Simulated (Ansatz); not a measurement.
NH3 on the 1x1 (10-10) surface of wurtzite ZnO (cut with top plane O + Zn), one in a 2x1 cell, energies for each (34.7 Å²). Energies are against NH3(g), without zero-point or thermal terms; each row is named by its start (#2, #3: further inequivalent places of a kind). No converged result for: 1 more start.

Host crystal: wurtzite ZnO, with a band gap (PBE, scalar-relativistic without spin-orbit coupling).

These are PBE (plane waves to 420 eV, PAW; Ansatz, a quantum-chemistry and plane-wave program) values and carry that method's errors.

Set-up: 36 atoms, 9.4 Å thick at the start under the adsorbate (thin: gaps and levels are the slab's own); mesh 3x4x1; 0.01 eV smearing; dipole correction on; 16 atoms held, the rest relaxed; each run with such symmetry as its start has; no spin, no spin-orbit, no U, no dispersion correction.

A negative adsorption energy means that the adsorbate is more stable on the surface than in its reference. Starts that drift may end in the same place. Heights count from the host atoms within 0.3 Å of the top one.

| starting site | E_ads (eV) | height (Å) | nearest host atom (Å) | bonded to | change of the vacuum step (eV) | lateral drift (Å) |
|---|---|---|---|---|---|---|
| top O | -1.03 | 1.70 | Zn 2.09 | Zn | -2.07 | 2.2 |
| top Zn | -1.03 | 1.70 | Zn 2.09 | Zn | -2.07 | 1.3 |
| top Zn #2 | -1.03 | 1.70 | Zn 2.09 | Zn | -2.07 | 2.2 |
| over O at depth 0.9 Å | -1.03 | 1.70 | Zn 2.09 | Zn | -2.07 | 1.7 |
| hollow O-O-Zn-Zn-Zn | -1.03 | 1.69 | Zn 2.09 | Zn | -2.06 | 2.6 |
| bridge Zn-Zn (span 3.3 Å) | -1.03 | 1.70 | Zn 2.09 | Zn | -2.07 | 2.1 |
| bridge Zn-Zn (span 3.3 Å) #2 | -1.03 | 1.69 | Zn 2.09 | Zn | -2.07 | 0.8 |
